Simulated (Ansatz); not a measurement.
## A computed series for BP: pressure series

Take BP in the zinc blende structure (space group F-43m, No. 216; a = 4.5484 Å) as the base.

Cell and atoms are relaxed at each pressure.

Level of theory: Ansatz (an electronic-structure program), PBE, PAW, cutoff 420 eV, no spin-orbit coupling.

Candidates:
(a) pressure 9 GPa
(b) pressure 15 GPa
(c) pressure 30 GPa

For the base:

- Band gap = 1.25 eV

Task: Order them by band gap, lowest first.

Result: (c) pressure 30 GPa (1.03 eV), (b) pressure 15 GPa (1.13 eV), (a) pressure 9 GPa (1.17 eV)

Load acts through the strain it causes; cell and atoms are relaxed under it. Stability against distortions was not tested. Competing high-pressure phases were not computed.
